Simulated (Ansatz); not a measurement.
Ansatz (a first-principles code) run on Sn₂Ir (I4mm, 3 atoms in the cell): self-consistent single point.

Level of theory: LDA (PW92), default PAW files made with PBE (plane waves; Ansatz).

```xyz
3
Lattice="0.0000 3.1931 3.1931 3.1931 0.0000 3.1931 3.1931 3.1931 0.0000" Properties=species:S:1:pos:R:3 pbc="T T T"
Sn     4.7896     4.7896     4.7896
Sn     1.5965     1.5965     1.5965
Ir     0.0000     0.0000     0.0500
```

Reference input (self-consistent single point, DFT, LDA (PW92), plane waves, default PAW files made with PBE): basis.ecutwfc = 420 eV; kpoints.mp_grid.grid = 9 9 9; hamiltonian.xc = lda; hamiltonian.pseudopotentials = {kind: paw} (the program's default PAW files); scf.occupations.method = gaussian; scf.occupations.width = 0.1 eV. This run's input differs from it in these lines:

Ansatz 0.2 input:
```diff
@@ -14,3 +14,3 @@
   mp_grid:
-    grid: [9, 9, 9]
+    grid: [15, 15, 15]
 hamiltonian:
@@ -21,4 +21,4 @@
   occupations:
-    method: gaussian
-    width: 0.1 eV
+    method: cold
+    width: 0.2 eV
 output:
```

Output (repeated stretches shortened):

```
SCF iter   1: F=—  HF=-23423.305443 eV  |F-HF|=—  |Δ(HF+E_count)|=         —  Δρ=8.26e-3  dr2=2.05e-2  ethr=1.77e-3  ⟨swp⟩=5.6  Hψ=32020  notcnv=0
all-band conjugate gradients solve this SCF's bands
preconditioner: auto → LDOS
SCF iter   2: F=—  HF=-23423.303095 eV  |F-HF|=—  |Δ(HF+E_count)|=   2.35e-3  S|Δr|=    0.00e0  Δρ=3.73e-3  dr2=9.25e-3  ethr=4.55e-5  ⟨swp⟩=2.0  Hψ=15397  notcnv=0
SCF iter   3: F=—  HF=-23423.299433 eV  |F-HF|=—  |Δ(HF+E_count)|=   3.66e-3  S|Δr|=    0.00e0  Δρ=8.11e-4  dr2=3.87e-4  ethr=2.06e-5  ⟨swp⟩=2.0  Hψ=13051  notcnv=0
SCF iter   4: F=—  HF=-23423.299361 eV  |F-HF|=—  |Δ(HF+E_count)|=   7.17e-5  S|Δr|=    0.00e0  Δρ=2.17e-4  dr2=1.98e-5  ethr=8.60e-7  ⟨swp⟩=2.0  Hψ=13895  notcnv=0
SCF iter   5: F=—  HF=-23423.299350 eV  |F-HF|=—  |Δ(HF+E_count)|=   1.16e-5  S|Δr|=    0.00e0  Δρ=3.47e-5  dr2=3.39e-7  ethr=4.41e-8  ⟨swp⟩=2.0  Hψ=13058  notcnv=0
SCF iter   6: F=-23423.299350 eV  HF=-23423.299350 eV  |F-HF|=2.98e-9  |Δ(HF+E_count)|=   1.98e-7  S|Δr|=    0.00e0  Δρ=4.66e-6  dr2=1.01e-8  ethr=2.22e-10  ⟨swp⟩=6.0  Hψ=32566  notcnv=0
SCF 1 converged in 6 iterations: F = -23423.299350 eV  dr2 = 1.01e-8
Stability not checked (fill_not_monotonic)
Free energy (F): -23423.299350 eV
Internal energy: -23423.303834 eV  (E = F + TS)
E sigma→0 (E₀):  -23423.300845 eV
Entropy (-TS):   0.004484 eV (1.495 meV/atom)
Fermi energy:    13.979958 eV
--- Forces (eV/Å), atoms counted from 1 ---
  atom   1  Sn     0.00000000     0.00000000     0.17204299
  atom   2  Sn     0.00000000     0.00000000     0.17204299
  atom   3  Ir     0.00000000     0.00000000    -0.34409065
--- Stress (GPa, compression-positive) ---
       -4.670133       0.000000       0.000000
        0.000000      -4.670133       0.000000
        0.000000       0.000000      -4.728945
  P = ⅓ Tr σ = -4.6897 GPa (-46.897 kbar)
  The stress holds the Pulay correction. Without it, at fixed plane waves, as pw.x and ABINIT print it: P = -4.7576 GPa
```

The run converged in 6 iterations. Against the reference run the free energy rises by 2.0 meV/atom, the pressure moves little (-4.76 to -4.69 GPa) and the largest force hardly changes (0.348 to 0.344 eV/Å).

The starting cell comes from a database of computed structures (which also holds hypothetical and non-ambient phases and stackings), without a prior relaxation at this level. Its lattice was rescaled by up to half a per cent. One atom was moved a little off its site on purpose. Spin-orbit coupling is off. Spin polarisation is off. With a pressure of about -5 GPa the cell is away from its equilibrium volume at this level. Ansatz's pressure includes its estimate of the finite-basis (Pulay) stress.

Cost on one core of a shared machine: roughly 60 s.
